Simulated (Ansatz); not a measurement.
**Computed paths: interstitial Hf in monoclinic HfO2, charge state +4**

Consider interstitial Hf in monoclinic HfO2, charge state +4. These are PBE, PAW (plane waves to 420 eV; Ansatz, an electronic-structure program) values and carry that method's errors.

Settings: 96 host sites, the relaxed PBE lattice, the Γ point alone, smearing 0.01 eV, spin-restricted, no image-charge correction. Static, classical nuclei. Spin-orbit coupling is left out. The charge state is imposed; whether it is stable for some Fermi level was not computed. Sites that were not tried may lie lower.

Barriers: single points on a 2×2×2 k-point mesh shifted by half a step at the bands' geometries.

| Route | Start site over the lowest site run (eV) | Hop (Å) | Forward barrier (eV) | Backward barrier (eV) | Neighbours at the start | Neighbours at the saddle | Saddle order | Forward, on the band's own sampling (eV) |
|---|---|---|---|---|---|---|---|---|
| a concerted move, in which Hf travels most | 0.00 | 1.46 | 0.57 | 0.57 | O at 1.99, O at 2.01, 2 O at 2.09, O at 2.16, O at 2.27, O at 2.47 Å | 2 O at 2.01, 2 O at 2.02, O at 2.17, O at 2.22 Å | not checked, on a symmetry element | 0.54 |
| a concerted move, in which Hf travels most | 0.00 | 3.46 | 4.42 | 4.42 | O at 1.99, O at 2.01, 2 O at 2.09, O at 2.16, O at 2.27, O at 2.47 Å | O at 1.86, 3 O at 1.94 Å | not checked | 4.43 |

Paths come from climbing-image nudged elastic band runs. Of the routes that converged and passed our checks, the lowest saddle point lies 0.57 eV above the lowest of the sites run (a concerted move, in which Hf travels most); other sites, such as split forms, and other routes may lie lower. A band can be held on a symmetry element, so unchecked saddle points there may be too high.

The whole set of runs took very roughly 2.9 core-hours.
